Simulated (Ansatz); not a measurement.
# BaF2, pressure series

The reference is BaF2 in the fluorite structure (space group Fm-3m, No. 225; a = 6.2464 Å).

Cell and atoms are relaxed at each pressure.

Levels (all Ansatz, an electronic-structure program, PAW): PBE (420 eV, spin-orbit coupling left out); PBEsol (420 eV, no spin-orbit coupling).

The base cell above is that of PBE; each level relaxes its own structures.

```tsv
case	band gap, PBE	band gap, PBEsol
pressure −2 GPa	6.55 eV	?
pressure −1 GPa	6.64 eV	6.76 eV
pressure 3 GPa	6.95 eV	7.00 eV
pressure 7 GPa	7.18 eV	7.19 eV
pressure 15 GPa	7.51 eV	?
pressure 30 GPa	7.59 eV	?
pressure 50 GPa	7.44 eV	7.20 eV
pressure 75 GPa	7.15 eV	?
pressure 100 GPa	6.85 eV	6.56 eV
```

### Question
Complete the table.

### Answer

- pressure −2 GPa, band gap, PBEsol: 6.68 eV
- pressure 15 GPa, band gap, PBEsol: 7.45 eV
- pressure 30 GPa, band gap, PBEsol: 7.44 eV
- pressure 75 GPa, band gap, PBEsol: 6.88 eV

The two levels differ by at most about 0.29 eV. They disagree on the order of pressure 30 GPa and pressure 15 GPa and of 3 more pairs.

Load acts through the strain it causes; cell and atoms are relaxed under it. Whether these cells are dynamically stable was not tested. Competing high-pressure phases were not computed.
